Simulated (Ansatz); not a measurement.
# CO on the 1x1 (100) surface of monoclinic HfO2 (cut with top plane 2 O), one in a 1x1 cell, started at the site 'top O'

Host crystal: monoclinic HfO2, with a band gap (PBE, scalar-relativistic without spin-orbit coupling).

Computed with r2SCAN, at the PBE geometry (plane waves to 500 eV, PAW; Ansatz, a quantum-chemistry and plane-wave program).

Model: 26-atom slab, 9.3 Å thick at the start under the adsorbate (thin: gaps and levels are the slab's own), 4x4x1 mesh, Fermi-Dirac 0.01 eV, dipole correction, single point; no symmetry held, on the structure that PBE left; no spin, no spin-orbit, no U, no dispersion correction. At the end it is bonded to Hf. In PBE it is, or lies within 0.03 eV of, the lowest of the starts that converged; the order may differ at this level.

* **adsorption energy against CO(g) at the same level**: -0.66 eV
* **gap of the slab on its k-mesh**: 3.46 eV
* **highest filled level below the top vacuum level**: 6.75 eV
* **change of the step from the bottom to the top vacuum level, against the clean slab**: -0.82 eV
* **height of the binding atom over the mean of the host atoms within 0.3 Å of the top one**: 1.136 Å
* **nearest host atoms of the binding atom**: Hf at 2.49 Å, O at 2.85 Å, O at 2.96 Å
* **caution**: the clean host was not checked against rearrangement in a larger or rattled cell
* **note**: in the relaxation the adsorbate left its starting site by 2.7 Å
* **cost**: very roughly 5 core-minutes

A negative adsorption energy means that the adsorbate is more stable on the surface than in its reference.
